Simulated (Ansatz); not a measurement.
The starting structures come from a database of crystals and need not be the phases stable at ambient conditions.

 Where the default PAW files enter, the runs use the earlier of Ansatz's two default sets.

```yaml
crystal:
  lattice:
    - [5.51621, 0.00000, 0.00000]
    - [2.75811, 5.11773, 0.00000]
    - [2.75811, 1.48643, 4.54004]
  atoms:
    - { symbol: In, position: [0.64288, 0.07136, 0.64288] }
    - { symbol: In, position: [0.35712, 0.92864, 0.35712] }
    - { symbol: In, position: [0.85712, 0.42864, 0.85712] }
    - { symbol: In, position: [0.14288, 0.57136, 0.14288] }
    - { symbol: O, position: [0.45350, 0.75000, 0.04650] }
    - { symbol: O, position: [0.54650, 0.25000, 0.95350] }
    - { symbol: O, position: [0.75000, 0.75000, 0.45350] }
    - { symbol: O, position: [0.25000, 0.25000, 0.54649] }
    - { symbol: O, position: [0.04650, 0.75000, 0.75000] }
    - { symbol: O, position: [0.95351, 0.25000, 0.25000] }
```

Space group of this cell: R-3c, corundum. The cell is taken as given; by r2SCAN its mean pressure is -0.8 GPa.

Computed with r2SCAN (plane waves, PAW; Ansatz, a quantum-chemistry and plane-wave program).

The current runs along the normal of the first two printed vectors; no spin-orbit coupling. Scaled by the factor s: all lengths (ions clamped). Meshes 8×8×8 and 6×6 across the current in all rows.

| s | mean pressure (GPa) | slowest mid-gap decay constant κ (1/Å) |
|---|---|---|
| 0.98 | 11.5 | ? |
| 1.00 | -0.8 | 0.168 |
| 1.02 | -10.0 | 0.138 |

Q: Take the slope of the slowest mid-gap decay constant κ against ln s from the two given rows, extrapolate to s = 0.98, and say what the run there gives.

A: Slope = (0.138 − 0.168) / ln 1.02 = -1.51 1/Å. The line gives 0.168 + (-1.51) × ln 0.98 = 0.199 1/Å. The run gives 0.198 1/Å, 0.001 1/Å under the line, 2 % of the predicted step.
